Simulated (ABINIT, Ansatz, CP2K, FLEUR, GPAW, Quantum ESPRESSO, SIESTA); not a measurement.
# K₃Sr (P6_3/mmc, 8 atoms in the cell) computed with different codes at matched settings

Self-consistent single point.

```
CELL_PARAMETERS angstrom
      9.05956     0.00000     0.00000
     -4.52978     7.84581     0.00000
      0.00000     0.00000     7.39045
ATOMIC_POSITIONS crystal
  K  0.33589 0.16795 0.75000
  K  0.66411 0.83205 0.25000
  K  0.16795 0.33589 0.25000
  K  0.83205 0.66411 0.75000
  K  0.83205 0.16795 0.75000
  K  0.16795 0.83205 0.25000
  Sr 0.66667 0.33333 0.25000
  Sr 0.33333 0.66667 0.75000
```

All programs got the same cell, k-point mesh and kind of occupations (in Ansatz's words: kpoints.mp_grid.grid = 2 2 2; scf.occupations.method = fermi_dirac; scf.occupations.width = 0.136 eV); potentials, basis and cutoffs are each program's usual ones.

```json
[
 {"code": "CP2K", "model": "PBEsol, GPW, DZVP-MOLOPT-PBE-GTH basis, GTH-PBE potentials (POTENTIAL_UZH)", "pressure (GPa)": "0.14", "largest force (eV/Å)": "0.001", "k-points": "8", "cutoff": "grid 500 Ry"},
 {"code": "ABINIT", "model": "PBEsol, norm-conserving pseudopotentials (PseudoDojo nc-sr-04 PBEsol standard)", "pressure (GPa)": "0.02", "largest force (eV/Å)": "0.006", "k-points": "4", "cutoff": "37 Ha"},
 {"code": "Ansatz", "model": "PBEsol, PAW files made with PBE", "pressure (GPa)": "0.02", "largest force (eV/Å)": "0.006", "k-points": "4", "cutoff": "420 eV"},
 {"code": "Quantum ESPRESSO", "model": "PBEsol, PseudoDojo standard norm-conserving (PBESOL) pseudopotentials", "pressure (GPa)": "0.02", "largest force (eV/Å)": "0.006", "k-points": "4", "cutoff": "75 Ry"},
 {"code": "SIESTA", "model": "GGA PBEsol, numerical atomic orbitals TZP, PseudoDojo PBEsol standard norm-conserving potentials (rewritten from UPF to PSML)", "pressure (GPa)": "0.68", "largest force (eV/Å)": "0.039", "k-points": "8", "cutoff": "grid 350 Ry"},
 {"code": "GPAW", "model": "PBEsol, GPAW PAW datasets PBEsol (made by gpaw-setup)", "pressure (GPa)": "0.01", "largest force (eV/Å)": "0.007", "k-points": "4", "cutoff": "600 eV"},
 {"code": "FLEUR", "model": "PBEsol, all-electron FLAPW (FLEUR), scalar-relativistic valence", "pressure (GPa)": "–", "largest force (eV/Å)": "0.006", "k-points": "4", "cutoff": "Kmax 3.8 1/bohr"}
]
```

A dash marks a value that a program does not give, or that is left out as unsure.

The spread over the programs that give each value: pressure within 0.67 GPa; largest force within 0.038 eV/Å.

The starting cell comes from a database of computed structures (which also holds hypothetical and non-ambient phases and stackings), without a prior relaxation at this level. Its lattice was rescaled by a random factor within 2.5 % of one. On Ansatz's run: Without a gap this mesh is coarse (it stands for a supercell whose shortest vector is 15 Å).

Problem. Why do the programs differ, and what cannot be compared?

Solution. Differences of this kind can come from the potentials, where these differ, and from what each basis and cutoff leave unconverged. The zero of total energies and Fermi levels follows the potentials and each program's conventions, so they are not compared here. CP2K and SIESTA use small atom-centred bases, whose incompleteness enters pressures, forces and empty levels differently from a plane-wave cutoff. FLEUR treats all electrons, but the usual bases taken here (sphere radii, linearisation, local orbitals, empty states) were not tested for convergence, so the values are no reference for the others. Ansatz's pressure is given at a fixed set of plane waves, as the other plane-wave codes print theirs. The programs reduce the same mesh by symmetry to different extents, which changes the work and not the result.

The shared mesh is coarse (it stands for a supercell whose shortest vector is 15 Å), so the values are not converged in it.

Left out of this page: Elk (not drawn, or without a comparable value).

Ansatz is an electronic-structure program.

Keys are those of Ansatz 0.2.
